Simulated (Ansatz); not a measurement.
A self-consistent single point of KMgBr3 (Pm-3m, 5 atoms in the cell) with Ansatz (a program for electronic structure).

Computed with PBE (plane waves, PAW; Ansatz).

```
KMgBr3
1.0
    5.15755     0.00000     0.00000
    0.00000     5.15755     0.00000
    0.00000     0.00000     5.15755
K Mg Br
1 1 3
Direct
  0.00000   0.00000   0.00000
  0.50000   0.50000   0.50000
  0.00000   0.50000   0.50000
  0.50000   0.50000   0.00000
  0.50000   0.00000   0.50000
```

Reference input (self-consistent single point, DFT, PBE, plane waves, default PAW files): kpoints.mp_grid.grid = 5 5 5; hamiltonian.xc = pbe; hamiltonian.pseudopotentials = {kind: paw} (the program's default PAW files); scf.occupations.method = cold; scf.occupations.width = 0.136 eV. This run's input differs from it in these lines:

Ansatz 0.2 input:
```diff
@@ -12,3 +12,3 @@
 kpoints:
-  mp_grid: { grid: [5, 5, 5] }
+  mp_grid: { grid: [16, 16, 16] }
 hamiltonian:
```

The program printed (abridged):

```
SCF iter   1: F=—  HF=-11818.736609 eV  |F-HF|=—  |Δ(HF+E_count)|=         —  Δρ=5.39e-4  dr2=5.48e-4  ethr=1.77e-3  ⟨swp⟩=10.0  Hψ=22928  notcnv=0
all-band conjugate gradients solve this SCF's bands
preconditioner: auto → Resta (q_TF=auto, 2.222 Å⁻¹)
SCF iter   2: F=—  HF=-11818.737062 eV  |F-HF|=—  |Δ(HF+E_count)|=   4.53e-4  S|Δr|=    0.00e0  Δρ=2.67e-4  dr2=2.14e-4  ethr=1.37e-6  ⟨swp⟩=3.4  Hψ=10798  notcnv=0
SCF iter   3: F=—  HF=-11818.737041 eV  |F-HF|=—  |Δ(HF+E_count)|=   2.12e-5  S|Δr|=    0.00e0  Δρ=1.03e-4  dr2=1.09e-5  ethr=5.35e-7  ⟨swp⟩=2.0  Hψ=6330  notcnv=0
SCF iter   4: F=—  HF=-11818.737321 eV  |F-HF|=—  |Δ(HF+E_count)|=   2.81e-4  S|Δr|=    0.00e0  Δρ=3.60e-5  dr2=1.43e-6  ethr=2.72e-8  ⟨swp⟩=2.0  Hψ=6969  notcnv=0
SCF iter   5: F=-11818.737322 eV  HF=-11818.737322 eV  |F-HF|=2.90e-8  |Δ(HF+E_count)|=   9.19e-7  S|Δr|=    0.00e0  Δρ=5.65e-6  dr2=3.84e-8  ethr=2.50e-10  ⟨swp⟩=8.6  Hψ=23885  notcnv=0
SCF 1 converged in 5 iterations: F = -11818.737322 eV  dr2 = 3.84e-8
Stability not checked (fill_not_monotonic)
Free energy (F): -11818.737322 eV
Internal energy: -11818.737322 eV  (E = F + TS)
E sigma→0 (E₀):  -11818.737322 eV
Fermi energy:    5.099222 eV
--- Forces (eV/Å), atoms counted from 1 ---
  atom   1  K     -0.00000000     0.00000000     0.00000000
   [... zero for the other atoms too ...]
--- Stress (GPa, compression-positive) ---
        3.791781       0.000000       0.000000
       -0.000000       3.791781       0.000000
        0.000000       0.000000       3.791781
  P = ⅓ Tr σ = 3.7918 GPa (37.918 kbar)
  The stress holds the Pulay correction. Without it, at fixed plane waves, as pw.x and ABINIT print it: P = 3.7825 GPa
```

The run converged in 5 iterations. Against the reference run the free energy hardly moves (within 1 meV/atom), the pressure stays at 3.79 GPa and the gap on the mesh goes from 3.196 to 3.091 eV.

The starting cell was generated: these elements placed on a structure prototype, without a prior relaxation; it need not be a known phase or ordering of this composition. With a pressure of about 4 GPa the cell is away from its equilibrium volume at this level. Ansatz's pressure includes its estimate of the finite-basis (Pulay) stress.
